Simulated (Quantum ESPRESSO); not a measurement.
A user runs Quantum ESPRESSO on Ti2Ga3 (P4/m, 10 atoms in the cell) and asks whether the run is sound. The aim is a self-consistent single point with DFT, LDA (PW92), plane waves, PseudoDojo standard norm-conserving (LDA) pseudopotentials.

Cell that was meant: a = 6.2428 Å, b = 6.2428 Å, c = 3.9764 Å, α = 90.00°, β = 90.00°, γ = 90.00°.

Part of the input:

```fortran
  degauss = 0.0147
/
&electrons
  conv_thr = 1.0d-3
/
ATOMIC_SPECIES
Ti    47.8670  Ti.upf
```

Output, abridged:

```
     G-vector sticks info
     --------------------
     sticks:   dense  smooth     PW     G-vecs:    dense   smooth      PW
   [... lines left out ...]
        k(    6) = (   0.0000000   0.3333333   0.6279804), wk =   0.3555556
        k(    7) = (   0.3333333   0.3333333   0.0000000), wk =   0.1777778
        k(    8) = (   0.3333333   0.3333333   0.3139902), wk =   0.3555556
        k(    9) = (   0.3333333   0.3333333   0.6279804), wk =   0.3555556

     Dense  grid:   110669 G-vectors     FFT dimensions: (  72,  72,  45)

     Initial potential from superposition of free atoms

     starting charge     125.9822, renormalised to     126.0000
     Self-consistent Calculation

     iteration #  1     ecut=    85.00 Ry     beta= 0.70

     Threshold (ethr) on eigenvalues was too large:
     Diagonalizing with lowered threshold

     total energy              =   -1391.40833575 Ry
     estimated scf accuracy    <       0.29669016 Ry

     iteration #  2     ecut=    85.00 Ry     beta= 0.70

     total energy              =   -1391.38518551 Ry
     estimated scf accuracy    <       0.50667778 Ry

     iteration #  3     ecut=    85.00 Ry     beta= 0.70

     total energy              =   -1391.49747843 Ry
     estimated scf accuracy    <       0.13696804 Ry

     iteration #  4     ecut=    85.00 Ry     beta= 0.70

     total energy              =   -1391.51814281 Ry
     estimated scf accuracy    <       0.00188879 Ry

     iteration #  5     ecut=    85.00 Ry     beta= 0.70

     total energy              =   -1391.51995836 Ry
     estimated scf accuracy    <       0.00327021 Ry

     iteration #  6     ecut=    85.00 Ry     beta= 0.70
     End of self-consistent calculation

     the Fermi energy is    13.9502 ev

!    total energy              =   -1391.51964103 Ry
     estimated scf accuracy    <       0.00075279 Ry
     smearing contrib. (-TS)   =       0.00024877 Ry
     internal energy E=F+TS    =   -1391.51988980 Ry

     convergence has been achieved in   6 iterations

     Forces acting on atoms (cartesian axes, Ry/au):

     atom    1 type  1   force =    -0.00031589   -0.00093454   -0.00000000
     atom    2 type  1   force =     0.00031589    0.00093454    0.00000000
     atom    3 type  1   force =     0.00093454   -0.00031589    0.00000000
     atom    4 type  1   force =    -0.00093454    0.00031589   -0.00000000
   [... lines left out ...]
     Total force =     0.011569     Total SCF correction =     0.161733
   [... lines left out ...]

          total   stress  (Ry/bohr**3)                   (kbar)     P=      -87.67
  -0.00057473   0.00000000   0.00000000          -84.55        0.00        0.00
   0.00000000  -0.00057473   0.00000000            0.00      -84.55        0.00
   0.00000000   0.00000000  -0.00063852            0.00        0.00      -93.93

   JOB DONE.
```

Problem. Is this run sound? If not, what is wrong?

Solution. The run is not sound. The fault is a convergence threshold that is too loose. A loop that stops early leaves an energy error of second order in the density error, but errors of first order in forces and stress. To fix it, tighten the threshold. The run converged in 6 iterations without an error; against the sound input the free energy is nearly the same (within 1 meV/atom), the pressure goes from -6.44 to -8.77 GPa and the largest force goes from 0.048 to 0.147 eV/Å. The full log also holds: “SCF correction compared to forces is large: reduce conv_thr to get better values”.

The sound input it was made from differs as follows (other fixes are possible):
```diff
-  conv_thr = 1.0d-3
+  conv_thr = 1.0e-11
```

With that input, the run converged in 16 iterations: free energy E − TS -18932.5974 eV; Fermi level (on the code's own zero) 13.94 eV; pressure -6.44 GPa; largest force (vector length) 0.048 eV/Å (DFT, LDA (PW92), plane waves, PseudoDojo standard norm-conserving (LDA) pseudopotentials).

On the sound input: the starting cell comes from a database of computed structures (which also holds hypothetical and non-ambient phases and stackings), without a prior relaxation at this level. Spin polarisation is off. With a pressure of about -6 GPa the cell is away from its equilibrium volume at this level. Without a gap this mesh is coarse (it stands for a supercell whose shortest vector is 19 Å).
